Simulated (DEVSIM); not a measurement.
## abrupt InP n-p junction

Structure: abrupt InP n-p junction, at 300 K.

```csv
layer (left to right),material,thickness (μm),Nd (cm⁻³),Na (cm⁻³),τn (s),τp (s)
1,InP,0.520,3.3e15,-,3.4e-9,3.4e-9
2,InP,40.0,-,4.3e17,3.4e-9,3.4e-9
```

Left contact: ohmic. Right contact: ohmic. Voltage is applied to the left contact. Recombination: SRH at mid-gap, radiative. Mobility is constant in doping.

This is a model device: material constants are rounded textbook-type values typed into the input, and sizes, dopings and lifetimes were drawn at random. Values at 300 K.

| parameter | InP |
|---|---|
| gap (eV) | 1.344 |
| affinity (eV) | 4.38 |
| permittivity | 12.5 |
| Nc (cm⁻³) | 5.7e17 |
| Nv (cm⁻³) | 1.1e19 |
| μn (cm²/Vs) | 5200 |
| μp (cm²/Vs) | 170 |
| B (cm³/s) | 1.2e-10 |

DEVSIM, 1D drift-diffusion, Boltzmann statistics, complete ionisation; no tunnelling, impact ionisation, image-force lowering or self-heating.

```json
{
  "potential_step_across_the_device_at_zero_bias": "1.127 V",
  "largest_field_in_the_device_at_zero_bias": "44000 V/cm",
  "Dark forward voltage at 1 A/cm²": "0.883 V",
  "Dark forward voltage at 100 A/cm²": "1.066 V"
}
```

Dark forward current:

(V (V), J (A/cm²)): (-0.05, -2.0e-9); (-0.20, -5.9e-8); (-0.30, -4.5e-7); (-0.45, -9.7e-6); (-0.55, -8.1e-5); (-0.70, -0.0031); (-0.85, -0.33); (-0.95, -8.4); (-1.10, -160); (-1.25, -470); (-1.35, -740); (-1.50, -1200); (-1.60, -1500); (-1.75, -2100)
